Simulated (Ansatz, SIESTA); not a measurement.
**Code comparison for La (P6_3/mmc, 4 atoms in the cell)**

Relaxation of cell and atoms.

```yaml
crystal:
  lattice:
    - [1.88500, -3.26492, 0.00000]
    - [1.88500, 3.26492, 0.00000]
    - [0.00000, 0.00000, 12.16000]
  atoms:
    - { symbol: La, position: [0.00000, 0.00000, 0.50000] }
    - { symbol: La, position: [0.00000, 0.00000, 0.00000] }
    - { symbol: La, position: [0.33333, 0.66667, 0.25000] }
    - { symbol: La, position: [0.66667, 0.33333, 0.75000] }
```

Shared settings, as Ansatz (an electronic-structure program) writes them: kpoints.mp_grid.grid = 7 7 2; scf.occupations.method = fermi_dirac; scf.occupations.width = 0.0073 Ry. Potentials and cutoffs stand in the table.

```
code                                                                                                                      model  final volume (Å³/atom)       cutoff
------  -----------------------------------------------------------------------------------------------------------------------  ----------------------  -----------
Ansatz                                                                                                   PBE, default PAW files                   37.09      default
SIESTA  GGA PBE, numerical atomic orbitals DZP, PseudoDojo PBE standard norm-conserving potentials (rewritten from UPF to PSML)                   39.62  grid 300 Ry
```

The spread over the programs that give each value: final volume within 2.53 Å³/atom.

SIESTA uses small atom-centred bases, whose incompleteness enters pressures, forces and empty levels differently from a plane-wave cutoff. The programs treat the finite-basis stress differently while the cell relaxes: Ansatz adds an estimate of it.

The starting cell has typed, rounded lattice constants, without a prior relaxation at this level.

Keys are those of Ansatz 0.2.
